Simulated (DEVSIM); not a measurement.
# abrupt Si p-n junction

System: abrupt Si p-n junction, at 300 K.

```tsv
layer (left to right)	material	thickness (μm)	Nd (cm⁻³)	Na (cm⁻³)	τn (s)	τp (s)
1	Si	0.150	-	1.3e18	6.8e-6	6.8e-6
2	Si	3.30	2e14	-	6.8e-6	6.8e-6
```

Left contact: ohmic. Right contact: ohmic. Voltage is applied to the left contact. Recombination: SRH at mid-gap, Auger. Mobility is μmin + (μ − μmin)/(1 + (N/Nref)^α).

This is a model device: material constants are rounded textbook-type values typed into the input, and sizes, dopings and lifetimes were drawn at random. Values at 300 K.

```csv
parameter,Si
gap (eV),1.124
affinity (eV),4.05
permittivity,11.7
Nc (cm⁻³),2.86e19
Nv (cm⁻³),3.1e19
μn (cm²/Vs),1417
μp (cm²/Vs),470
"μn,min",52
"μp,min",45
"Nref,n",9.7e16
"Nref,p",2.2e17
αn,0.68
αp,0.72
Cn (cm⁶/s),2.8e-31
Cp (cm⁶/s),9.9e-32
```

Simulated with DEVSIM: 1D drift-diffusion, Boltzmann statistics, complete ionisation; no tunnelling, impact ionisation, image-force lowering or self-heating.

| Property | Result |
|---|---|
| Potential step across the device at zero bias | 0.735 V |
| Largest field in the device at zero bias | 62000 V/cm |
| Dark forward voltage at 1 A/cm² | 0.508 V |
| Dark forward voltage at 100 A/cm² | 0.703 V |

Dark forward current:

```json
[
 {"V (V)": "0.05", "J (A/cm²)": "5.2e-8"},
 {"V (V)": "0.10", "J (A/cm²)": "3.7e-7"},
 {"V (V)": "0.15", "J (A/cm²)": "2.3e-6"},
 {"V (V)": "0.20", "J (A/cm²)": "1.5e-5"},
 {"V (V)": "0.25", "J (A/cm²)": "9.7e-5"},
 {"V (V)": "0.30", "J (A/cm²)": "0.00063"},
 {"V (V)": "0.35", "J (A/cm²)": "0.0040"},
 {"V (V)": "0.40", "J (A/cm²)": "0.025"},
 {"V (V)": "0.45", "J (A/cm²)": "0.15"},
 {"V (V)": "0.50", "J (A/cm²)": "0.80"},
 {"V (V)": "0.55", "J (A/cm²)": "3.3"},
 {"V (V)": "0.60", "J (A/cm²)": "11"},
 {"V (V)": "0.65", "J (A/cm²)": "34"},
 {"V (V)": "0.70", "J (A/cm²)": "94"},
 {"V (V)": "0.75", "J (A/cm²)": "240"},
 {"V (V)": "0.80", "J (A/cm²)": "530"},
 {"V (V)": "0.85", "J (A/cm²)": "940"},
 {"V (V)": "0.90", "J (A/cm²)": "1300"},
 {"V (V)": "0.95", "J (A/cm²)": "1600"},
 {"V (V)": "1.00", "J (A/cm²)": "1800"},
 {"V (V)": "1.05", "J (A/cm²)": "1900"},
 {"V (V)": "1.10", "J (A/cm²)": "2100"}
]
```
